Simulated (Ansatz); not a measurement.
**MgCdS2 (model structure, started from the ScAlN2 type, P3m1, No. 156, 4 atoms in the cell)**

The numbers are results of PBEsol+SOC (Ansatz, a quantum-chemistry and plane-wave program, PAW), not measurements.

Settings: plane-wave cutoff 520 eV, 12×12×6 k mesh (along the axes of the cell as run), Fermi–Dirac smearing 0.01 eV, PAW data made under PBE.

Cell (relaxed with PBEsol):

Space group P3m1 (No. 156); a = b = 4.0745 Å, c = 6.5732 Å, α = β = 90.00°, γ = 120.00°

| atom | site | symmetry | x | y | z |
|---|---|---|---|---|---|
| Cd | 1b | 3m. | 0.3333 | 0.6667 | 0.0064 |
| S | 1b | 3m. | 0.3333 | 0.6667 | 0.3903 |
| Mg | 1c | 3m. | 0.6667 | 0.3333 | 0.5001 |
| S | 1c | 3m. | 0.6667 | 0.3333 | 0.8733 |

```yaml
band_gap: 1.88 eV (direct)
```

Note: the relaxation could raise the start's symmetry but not lower it, so the cell can be a saddle point.

The computed numbers hold no vibrational or temperature effects.

Cost on a shared machine: roughly 110 core-seconds.

A model structure was made by putting elements into a prototype or built by hand; it is no filed structure, need not be a known phase, and can be a saddle point held by its symmetry.
